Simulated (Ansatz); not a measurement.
Carrier properties of GaP (F-43m)

Input:

```xyz
2
Lattice="0.0000 2.7192 2.7192 2.7192 0.0000 2.7192 2.7192 2.7192 0.0000" Properties=species:S:1:pos:R:3 pbc="T T T"
Ga     0.0000     0.0000     0.0000
P      1.3596     1.3596     1.3596
```

Calculation: HSE06, rigid bands (plane waves, PAW, scalar-relativistic; Ansatz, a quantum-chemistry and plane-wave program). Geometry: cell and atoms relaxed with PBEsol.

The band gap comes out as 2.25 eV, the electron conductivity mass (300 K, dilute) is 0.34 mₑ and the hole conductivity mass (300 K, dilute) is 0.41 mₑ. The effective density of states N_c (300 K) is 4.2e19 cm⁻³, the effective density of states N_v (300 K) comes out as 4.2e19 cm⁻³ and the density-of-states mass, electrons comes out as 1.42 mₑ. The density-of-states mass, holes is 1.40 mₑ and the Seebeck coefficient, n-type 1e19 cm⁻³, 300 K comes out as -329 μV/K. The best n-type power factor at 300 K for τ = 10 fs (best axis; densities from 1e16 to 1e21 cm⁻³ tried, whether or not they can be reached) is 16.3 μW/(cm·K²) at 1e20 cm⁻³. The Seebeck coefficient, p-type 1e19 cm⁻³, 300 K is 336 μV/K and the best p-type power factor at 300 K for τ = 10 fs (best axis; densities from 1e16 to 1e21 cm⁻³ tried, whether or not they can be reached) comes out as 15.8 μW/(cm·K²) at 1e20 cm⁻³.

Rigid bands; masses and Seebeck coefficients take one relaxation time τ for all states and one kind of carrier; polarons and phonon drag are left out. Spin-orbit coupling is left out; where it splits the top of the valence band, N_v and the p-type Seebeck coefficient come out somewhat high without it. Geometry: cell and atoms relaxed with PBEsol.
